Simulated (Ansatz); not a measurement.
# Effective masses and thermopower of ZnO under load (space group P6_3mc)

Input:

```
CELL_PARAMETERS angstrom
      3.16554     0.00000     0.00000
     -1.58277     2.74144     0.00000
      0.00000     0.00000     5.31717
ATOMIC_POSITIONS crystal
  Zn 0.33333 0.66667 0.00318
  Zn 0.66667 0.33333 0.50318
  O  0.33333 0.66667 0.37182
  O  0.66667 0.33333 0.87182
```

The numbers are results of r2SCAN with spin-orbit coupling, rigid bands (plane waves, PAW; Ansatz, a program for electronic structure), not measurements. Condition of this run: biaxial stress in the c plane of 4.4 GPa (compression positive) (the target of the relaxation). How the cell was made: cell and atoms relaxed with PBEsol, then loaded as said.

```yaml
band_gap: 1.20 eV
electron conductivity mass (300 K, dilute): 0.21 (x), 0.21 (y), 0.194 (z) mₑ
hole conductivity mass (300 K, dilute): 1.89 (x), 1.89 (y), 2.6 (z) mₑ
effective density of states N_c (300 K): 2.3e18 cm⁻³
effective density of states N_v (300 K): 8.2e19 cm⁻³
density_of_states_mass_electrons: 0.21 mₑ
density_of_states_mass_holes: 2.2 mₑ
Seebeck coefficient, n-type 1e19 cm⁻³, 300 K: -116 μV/K
best n-type power factor at 300 K for τ = 10 fs (best axis; densities from 1e16 to 1e21 cm⁻³ tried, whether or not they can be reached): 1.88 μW/(cm·K²) at 1e19 cm⁻³
Seebeck coefficient, p-type 1e19 cm⁻³, 300 K: 436 μV/K
```

Rigid bands; masses and Seebeck coefficients take one relaxation time τ for all states and one kind of carrier; polarons and phonon drag are left out. Geometry: cell and atoms relaxed with PBEsol.
